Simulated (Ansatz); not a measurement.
Levels about the gap of amorphous In₉Ga₉Zn₉O₃₈Si (66 atoms in a cell of 839 Å³, 5.71 g/cm³; zone centre alone, so wide bands show as single levels with stretches between that a denser mesh fills), at the geometry that PBE relaxed, where it gives -0.6 GPa on a denser mesh. Exact exchange is cut at the faces of this small cell, which leaves a finite-size error. The participation number counts the atoms over which a state spreads; weights are charges in smoothed Voronoi cells. The levels come from a single point, so bond lengths are those of that geometry. Method of the levels: HSE06, scalar-relativistic without spin-orbit coupling (Ansatz, a program for electronic structure). Sampling: the zone centre alone; Fermi-Dirac width 0.02 eV; no spin polarisation. At PBE the levels at the filled edge of the gap are localised (band-tail or defect states).

It comes from a melt-quench run on a machine-learned potential (CHGNet), relaxed afterwards by DFT. O atoms were pushed apart under 1.9 Å during the dynamics, to hinder bonds among them. The hot cell started wider than the set density and was brought back towards it in steps. It is the lowest in DFT energy of 2 quenches. It is a model cell: composition and starting density were chosen by hand, and all elements were melted together. No dispersion term was used. Its density started from a set value of 5.71 and ended at 5.71 g/cm³. The simulated quench (nominally 210 K/ps over its main leg) is rapid and tends to freeze in more defects than a deposited or slowly cooled glass has. Values belong to this one cell and scatter from quench to quench. The volume was held where the preparation left it and the shape relaxed, at a PBE pressure of -0.6 GPa (tension). Stress components on the final sampling reach 0.9 GPa. Cycles of charging lowered its energy after that relaxation.

```csv
"E - E(highest filled), eV",filling,participation number,largest on,weight O,weight In,weight Zn,weight Ga
-0.44,filled,14.8,"O, 3 neighbours",0.91,0.03,0.05,0.01
-0.39,filled,15.6,"O, 4 neighbours",0.91,0.03,0.04,0.02
-0.34,filled,17.7,"O, 3 neighbours",0.88,0.02,0.08,0.02
-0.32,filled,17.5,"O, 4 neighbours",0.91,0.03,0.05,0.02
-0.25,filled,19.6,"O, 4 neighbours",0.87,0.02,0.09,0.02
-0.17,filled,10.8,"O, 3 neighbours",0.89,0.02,0.07,0.02
0.00,filled,3.1,"O, 3 neighbours",0.89,0.01,0.08,0.02
2.40,empty,60.4,"In, 6 neighbours",0.50,0.20,0.16,0.14
5.11,empty,37.8,"In, 7 neighbours",0.55,0.28,0.07,0.10
5.34,empty,28.9,"In, 5 neighbours",0.55,0.28,0.10,0.06
5.50,empty,32.6,"In, 6 neighbours",0.54,0.19,0.18,0.09
5.54,empty,33.6,"In, 5 neighbours",0.56,0.24,0.08,0.11
5.68,empty,41.1,"In, 6 neighbours",0.58,0.18,0.11,0.12
5.92,empty,41.5,"In, 6 neighbours",0.55,0.21,0.14,0.09
```

Most localised among these is the filled level at +0.00 eV, on a O atom, which has 3 neighbours (Ga 1.82 Å, Zn 1.95 Å, Zn 2.11 Å).
